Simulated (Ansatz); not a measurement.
Formation energy of the bound charge states of Ge_N in metastable zinc-blende AlN (start: the N site; 64-site cell, 2×2×2 shifted sampling) against the Fermi level, N-rich (Δμ(N) = 0.00 eV, Δμ(Ge) = -0.009 eV, bounded by Ge3N4 (P31c); only phases computed here count, gases as isolated molecules at 0 K). The numbers are results of PBE, PAW (plane waves to 420 eV; Ansatz, a quantum-chemistry and plane-wave program), not measurements.

Cell and caveats: 64-site cell; 2×2×2 shifted k-points; host gap 3.31 eV; charged states image-corrected; not converged in cell size.

```csv
E_F − E_VBM (eV),q = +1,q = 0,q = −1
0.00,6.76,8.34,10.55
0.41,7.18,8.34,10.14
0.83,7.59,8.34,9.72
1.24,8.01,8.34,9.31
1.66,8.42,8.34,8.90
2.07,8.83,8.34,8.48
2.48,9.25,8.34,8.07
2.90,9.66,8.34,7.65
3.31,10.08,8.34,7.24
```

Crossings of the lowest lines: (+1/0) at 1.58 eV; (0/−1) at 2.21 eV.
